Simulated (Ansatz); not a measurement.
Input and output of a self-consistent single point for CdAg2GeO4 (I-42m, 8 atoms in the cell) (Ansatz, an electronic-structure program).

Method of the run: PBE (plane waves, PAW; Ansatz).

The change in words: lattice scaled by 0.985; basis.ecutwfc: 420 eV → 250 eV. Reference geometry:
```yaml
crystal:
  lattice:
    - [-2.31147, 2.31147, 4.54039]
    - [2.31147, -2.31147, 4.54039]
    - [2.31147, 2.31147, -4.54039]
  atoms:
    - { symbol: Ag, position: [0.25000, 0.75000, 0.50000] }
    - { symbol: Ag, position: [0.75000, 0.25000, 0.50000] }
    - { symbol: Cd, position: [0.00000, 0.00000, 0.00000] }
    - { symbol: O, position: [0.37700, 0.88700, 0.00000] }
    - { symbol: O, position: [0.11300, 0.11300, 0.49000] }
    - { symbol: O, position: [0.62300, 0.62300, 0.51000] }
    - { symbol: O, position: [0.88700, 0.37700, 0.00000] }
    - { symbol: Ge, position: [0.50000, 0.50000, 0.00000] }
```

Reference input (self-consistent single point, DFT, PBE, plane waves, default PAW files): basis.ecutwfc = 420 eV; kpoints.mp_grid.grid = 5 5 5; kpoints.mp_grid.shift = 0.5 0.5 0.5; hamiltonian.xc = pbe; hamiltonian.pseudopotentials = {kind: paw}, with the files named one by one; scf.occupations.method = methfessel_paxton; scf.occupations.width = 0.136 eV. This run's input differs from it in these lines:

Ansatz 0.2 input:
```diff
@@ -2,5 +2,5 @@
   lattice:
-    - [-2.311469, 2.311469, 4.540386]
-    - [2.311469, -2.311469, 4.540386]
-    - [2.311469, 2.311469, -4.540386]
+    - [-2.276797, 2.276797, 4.472280]
+    - [2.276797, -2.276797, 4.472280]
+    - [2.276797, 2.276797, -4.472280]
   atoms:
@@ -15,3 +15,3 @@
 basis:
-  ecutwfc: 420.0 eV
+  ecutwfc: 250.0 eV
 kpoints:
```

The program printed (abridged):

```
SCF iter   1: F=—  HF=-29975.767304 eV  |F-HF|=—  |Δ(HF+E_count)|=         —  Δρ=5.84e-2  dr2=1.51e0  ethr=1.77e-3  ⟨swp⟩=5.2  Hψ=3295  notcnv=0  defer=25
all-band conjugate gradients solve this SCF's bands
preconditioner: auto → LDOS
SCF iter   2: F=—  HF=-29975.618750 eV  |F-HF|=—  |Δ(HF+E_count)|=   1.49e-1  S|Δr|=    0.00e0  Δρ=3.58e-2  dr2=7.47e-1  ethr=1.57e-3  ⟨swp⟩=2.0  Hψ=2171  notcnv=0  defer=79
   [... lines left out ...]
SCF iter   6: F=—  HF=-29975.263123 eV  |F-HF|=—  |Δ(HF+E_count)|=   7.14e-5  S|Δr|=    0.00e0  Δρ=2.27e-4  dr2=5.42e-5  ethr=5.39e-7  ⟨swp⟩=2.0  Hψ=1564  notcnv=0  defer=79
SCF iter   7: F=—  HF=-29975.262977 eV  |F-HF|=—  |Δ(HF+E_count)|=   1.46e-4  S|Δr|=    0.00e0  Δρ=5.08e-5  dr2=1.80e-6  ethr=5.64e-8  ⟨swp⟩=2.0  Hψ=1837  notcnv=0  defer=79
SCF iter   8: F=-29975.262977 eV  HF=-29975.262977 eV  |F-HF|=1.34e-8  |Δ(HF+E_count)|=   5.62e-7  S|Δr|=    0.00e0  Δρ=6.75e-6  dr2=2.88e-8  ethr=1.04e-10  ⟨swp⟩=7.1  Hψ=4457  notcnv=0
SCF 1 converged in 8 iterations: F = -29975.262977 eV  dr2 = 2.88e-8
Stability not checked (fill_not_monotonic)
Free energy (F): -29975.262977 eV
Internal energy: -29975.270768 eV  (E = F + TS)
E sigma→0 (E₀):  -29975.264925 eV
Entropy (-TS):   0.007791 eV (0.974 meV/atom)
Fermi energy:    15.028164 eV
--- Forces (eV/Å), atoms counted from 1 ---
  atom   1  Ag    -0.00000000    -0.00000000    -0.00000000
  atom   2  Ag    -0.00000000     0.00000000     0.00000000
  atom   3  Cd    -0.00000000    -0.00000000     0.00000000
  atom   4  O     -2.45983099     2.45983099    -3.65070274
   [... lines left out ...]
  atom   8  Ge    -0.00000000     0.00000000    -0.00000000
--- Stress (GPa, compression-positive) ---
       71.197220      -0.000000       0.000000
        0.000000      71.197220      -0.000000
        0.000000      -0.000000      68.215781
  P = ⅓ Tr σ = 70.2034 GPa (702.034 kbar)
  The stress holds the Pulay correction. Without it, at fixed plane waves, as pw.x and ABINIT print it: P = -53.1017 GPa
```

The run converged in 8 iterations. Against the reference run the free energy rises by 1.71 eV/atom, the pressure goes from 51.94 to 70.20 GPa and the largest force goes from 4.510 to 5.043 eV/Å.

The starting cell was generated: these elements placed on a structure prototype, without a prior relaxation; it need not be a known phase or ordering of this composition. For this run, on top of that: lattice scaled by 0.985. Forces in this geometry exceed 1 eV/Å. Ansatz's pressure includes its estimate of the finite-basis (Pulay) stress. Without the estimate this run gives -53.10 GPa. The cutoff lies below the one recommended for these files. The run gives no clean gap (levels at the Fermi energy touch, overlap or are partly filled at this smearing), which alone does not show that the compound is a metal.
